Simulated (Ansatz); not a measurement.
Consider SiC in the zinc blende structure (space group F-43m, No. 216).

```xyz
2
Lattice="0.0000 2.1783 2.1783 2.1783 0.0000 2.1783 2.1783 2.1783 0.0000" Properties=species:S:1:pos:R:3 pbc="T T T"
C      3.2675     3.2675     3.2675
Si     0.0000     0.0000     0.0000
```

Cartesian axes are those of the cell as printed.

Level of theory: r2SCAN in Ansatz (plane waves to 500 eV, PAW, spin-orbit coupling left out), earlier PAW set.

Base values:

The pressure is 0.00 GPa. The valence-band top at Γ comes out as 0.00, 0.00, 0.00 eV and the band gap is 1.71 eV.

Modification: the cell is stretched by 1.81 % along x with no lateral relaxation; the atoms relax in the strained cell.

What does the calculation give for the pressure, valence-band top at Γ, band gap and energy relative to the base after the change?

The pressure (mean of the normal stresses, compression positive) goes from zero to -3.96 GPa; the valence-band top at Γ (three highest levels, from the VBM) becomes 0.00, 0.00, -0.13 eV (base: 0.00, 0.00, 0.00 eV); the band gap shrinks by 0.086 eV to 1.63 eV; the energy increases by 4.3 meV/atom.

Whether these cells are dynamically stable was not tested.

Ansatz is a program for electronic structure.
